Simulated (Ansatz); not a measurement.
ZnS (model structure, started from the BeO type, P4₂/mnm, No. 136, 8 atoms in the cell) was calculated with PBEsol (PAW; Ansatz, a program for electronic structure).

Numerical settings: plane-wave cutoff 520 eV, 6×6×10 k mesh (along the axes of the cell as run), Fermi–Dirac smearing 0.01 eV, scalar-relativistic PAW data made under PBE.

Cell (relaxed with PBEsol):

```xyz
8
Lattice="6.5177 0.0000 0.0000 0.0000 6.5177 0.0000 0.0000 0.0000 3.8079" Properties=species:S:1:pos:R:3 pbc="T T T"
Zn     2.1197     4.3980     0.0000
Zn     4.3980     2.1197     0.0000
Zn     5.3786     5.3786     1.9039
Zn     1.1391     1.1391     1.9039
S      2.0439     2.0439     0.0000
S      4.4739     4.4739     0.0000
S      1.2150     5.3027     1.9039
S      5.3027     1.2150     1.9039
```

### Question
Give the computed band gap.

### Answer

- band gap: 2.25 eV (direct)

Note: the relaxation could raise the start's symmetry but not lower it, so the cell can be a saddle point.

The computed numbers hold no vibrational or temperature effects.

The result took very roughly 60 core-seconds.

A model structure was made by putting elements into a prototype or built by hand; it is no filed structure, need not be a known phase, and can be a saddle point held by its symmetry.
